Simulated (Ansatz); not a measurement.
Cu3N under a change: x(P) = 0.667, 12 atoms, Cmmm

The parent structure is Cu$_{3}$N (space group Pm-3m, No. 221; a = 3.765 Å).

The other end (x = 1) is Cu₃P in the anti-ReO3 type structure (space group Pm-3m, No. 221; a hypothetical phase, not in the database extracts checked): 20.12 Å³/atom, gap 0.39 eV; this end may not be an ambient phase.

It is then changed as follows: P replaces 66.7 % of the N, ordered in a cell of 12 atoms (starting symmetry Cmmm) and fully relaxed.

Method: PBEsol/PAW in Ansatz (a program for electronic structure), spin-orbit coupling left out. k-mesh 8×8×12 (Γ-centred); smearing 0.05 eV (Fermi–Dirac), for the changed cell.

```csv
quantity,base,changed,shift
volume per atom,13.34 Å³,15.79 Å³,+2.45 Å³
density,6.37 g/cm³,5.68 g/cm³,-0.69 g/cm³
band gap,zero,zero,–
mixing energy (to 0.01 eV only: unlike meshes or grids) (against an end that may be hypothetical),–,-0.05 eV/atom,–
deviation of the volume from the linear (Vegard-type) interpolation,–,-11.6 %,–
mean first-shell distances,–,"N–Cu 1.890 Å (end compound 1.882 Å), P–Cu 2.209 Å (end compound 2.159 Å)",–
```

Final structure:

```xyz
12
Lattice="3.2499 -7.6301 0.0000 3.2499 7.6301 0.0000 0.0000 0.0000 3.8213" Properties=species:S:1:pos:R:3 pbc="T T T"
N      0.0000     0.0000     0.0000
P      3.2499     2.3193     0.0000
P      3.2499    -2.3193     0.0000
Cu     0.0000     0.0000     1.9107
Cu     3.2499     3.5217     1.9107
Cu     3.2499    -3.5217     1.9107
Cu     1.3271    -1.3302     0.0000
Cu     5.1726     1.3302     0.0000
Cu     1.6249     3.8151     0.0000
Cu     1.3271     1.3302     0.0000
Cu     1.6249    -3.8151     0.0000
Cu     5.1726    -1.3302     0.0000
```

Cost of the whole job for the changed cell (relaxation, final SCF and bands): roughly 30 core-minutes.

These are small ordered cells, not random alloys; other orderings at the same x differ. Whether these cells are dynamically stable was not tested. All final runs are without spin polarisation. Cu9P2N has a high density of states at the Fermi level and may be magnetic at this level. Under x(P) = 0.667, 12 atoms, Cmmm the cell changed shape so far that it is another structure. Gaps under 0.05 eV, about the width of the smearing, are given as zero. The zero or small gap of Cu3N can change with the level of theory.
